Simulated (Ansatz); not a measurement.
# AlGeSiN (model structure, started from the AlSiCN type, R3m, No. 160, 4 atoms in the cell)

These are r²SCAN in Ansatz (PAW) values and carry that method's errors.

Numerical settings: plane-wave cutoff 560 eV, 18×18×18 k mesh, Fermi–Dirac smearing 0.05 eV, scalar-relativistic PAW data made under PBE.

Cell (relaxed at this level):

Space group R3m, hexagonal axes (No. 160); a = 3.554 Å, b = 3.554 Å, c = 18.211 Å, α = 90.00°, β = 90.00°, γ = 120.00°

| atom | site | symmetry | x | y | z |
|---|---|---|---|---|---|
| Al | 3a | 3m | 0.0000 | 0.0000 | 0.0203 |
| N | 3a | 3m | 0.0000 | 0.0000 | 0.1238 |
| Ge | 3a | 3m | 0.0000 | 0.0000 | 0.4873 |
| Si | 3a | 3m | 0.0000 | 0.0000 | 0.6186 |
(The calculation used a cell of 4 atoms; values per cell refer to that cell.)

- band gap = zero (no gap)
- bulk modulus = 77.1 GPa

Note: the bulk modulus is −V dP/dV from two relaxed cells at ±2 % in volume; the relaxation could raise the start's symmetry but not lower it, so the cell can be a saddle point.

Spin–orbit coupling is not included.

The computed numbers hold no vibrational or temperature effects.

A model structure was made by putting elements into a prototype or built by hand; it is no filed structure, need not be a known phase, and can be a saddle point held by its symmetry.

Ansatz is a first-principles code.
